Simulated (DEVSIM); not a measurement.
Device: Co/SiO2/n-Si capacitor, at 300 K.

Layer 1 from the left is SiO2, thickness (nm) 35.0. Layer 2 from the left is Si, thickness (nm) 2400, Nd (cm⁻³) 5.5e16.

Metal gate on the left, work function 5 eV. Fixed charge at the semiconductor interface 1.8e10 cm⁻² (in units of +e); interface traps 3e11 cm⁻² eV⁻¹, uniform in energy, neutral level at 0.3 of the gap above the valence band.

This is a model device: material constants are rounded textbook-type values typed into the input, and sizes, dopings and lifetimes were drawn at random. Values at 300 K.

SiO2: gap (eV) 9, affinity (eV) 0.9, permittivity 3.9. Si: gap (eV) 1.124, affinity (eV) 4.05, permittivity 11.7, Nc (cm⁻³) 2.86e19, Nv (cm⁻³) 3.1e19.

DEVSIM, 1D Poisson equation in equilibrium, Boltzmann statistics, complete ionisation; no quantum confinement or tunnelling. Metal contacts follow the ideal Schottky-Mott rule: no Fermi-level pinning, no interface dipoles.

**Question.** What does the simulation give for the flat-band voltage, the minimum of the low-frequency capacitance?

**Answer.** flat-band voltage 1.06 V; minimum of the low-frequency capacitance 0.0567 μF/cm².
